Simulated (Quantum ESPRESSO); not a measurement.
Input and output of a self-consistent single point for CaAl2Zn2 (I4mm, 5 atoms in the cell) (Quantum ESPRESSO).

Level of theory: LDA (PZ), PSlibrary ultrasoft (LDA) pseudopotentials (plane waves; Quantum ESPRESSO).

```
CELL_PARAMETERS angstrom
     -2.05088     2.05088     5.72521
      2.05088    -2.05088     5.72521
      2.05088     2.05088    -5.72521
ATOMIC_POSITIONS crystal
  Ca 0.00437 0.00437 0.00000
  Al 0.25000 0.75000 0.50000
  Al 0.75000 0.25000 0.50000
  Zn 0.39187 0.39187 0.00000
  Zn 0.60813 0.60813 0.00000
```

Reference input (self-consistent single point, DFT, LDA (PZ), plane waves, PSlibrary ultrasoft (LDA) pseudopotentials): ecutwfc = 50 Ry; ecutrho = 300 Ry; occupations = smearing; smearing = gauss; degauss = 0.0073499 Ry; K_POINTS = automatic 5 5 5 0 0 0; conv_thr = 1e-10 Ry; mixing_beta = 0.3. This run's input differs from it in these lines:

```diff
@@ -15,3 +15,3 @@
  smearing = 'gauss',
- degauss = 0.0073499,
+ degauss = 0.0036749,
 /
@@ -32,3 +32,3 @@
 K_POINTS {automatic}
-5 5 5  0 0 0
+6 6 6  0 0 0
 CELL_PARAMETERS {bohr}
```

Log, with long lists cut:

```
     Self-consistent Calculation

     iteration #  1     ecut=    50.00 Ry     beta= 0.30

     Threshold (ethr) on eigenvalues was too large:
     Diagonalizing with lowered threshold

     c_bands:  2 eigenvalues not converged

     total energy              =    -381.28698965 Ry
     estimated scf accuracy    <       0.02962755 Ry

     iteration #  2     ecut=    50.00 Ry     beta= 0.30

     total energy              =    -381.28557933 Ry
     estimated scf accuracy    <       0.01077128 Ry

     iteration #  3     ecut=    50.00 Ry     beta= 0.30

     total energy              =    -381.28689374 Ry
     estimated scf accuracy    <       0.00082531 Ry

   [... 8 blocks of this kind left out ...]

     iteration # 12     ecut=    50.00 Ry     beta= 0.30

     total energy              =    -381.28713743 Ry
     estimated scf accuracy    <          5.4E-10 Ry

     iteration # 13     ecut=    50.00 Ry     beta= 0.30
     End of self-consistent calculation

     the Fermi energy is     7.8600 ev

!    total energy              =    -381.28713743 Ry
     estimated scf accuracy    <          1.8E-11 Ry
     smearing contrib. (-TS)   =      -0.00033470 Ry
     internal energy E=F+TS    =    -381.28680273 Ry

     convergence has been achieved in  13 iterations

     Forces acting on atoms (cartesian axes, Ry/au):

     atom    1 type  1   force =     0.00000000    0.00000000   -0.00516404
     atom    2 type  2   force =    -0.00000000   -0.00000000    0.00160454
     atom    3 type  2   force =     0.00000000    0.00000000    0.00160454
     atom    4 type  3   force =     0.00000000    0.00000000   -0.00040172
     atom    5 type  3   force =     0.00000000    0.00000000    0.00235667

     Total force =     0.006126     Total SCF correction =     0.000002

          total   stress  (Ry/bohr**3)                   (kbar)     P=      -52.60
  -0.00032413   0.00000000   0.00000000          -47.68        0.00        0.00
   0.00000000  -0.00032413   0.00000000            0.00      -47.68        0.00
   0.00000000   0.00000000  -0.00042444            0.00        0.00      -62.44

   JOB DONE.
```

The run converged in 13 iterations. Against the reference run the free energy falls by 15.6 meV/atom, the pressure stays near -5.26 GPa while the zz stress (positive for compression) goes from -5.74 to -6.24 GPa and the largest force goes from 0.118 to 0.133 eV/Å. The full log also holds: “c_bands:  2 eigenvalues not converged”.

The starting cell comes from a database of computed structures (which also holds hypothetical and non-ambient phases and stackings), without a prior relaxation at this level. Its lattice was rescaled by up to half a per cent. One atom was moved a little off its site on purpose. With a pressure of about -5 GPa the cell is away from its equilibrium volume at this level.

Cost on one core of a shared machine: roughly 2 min.
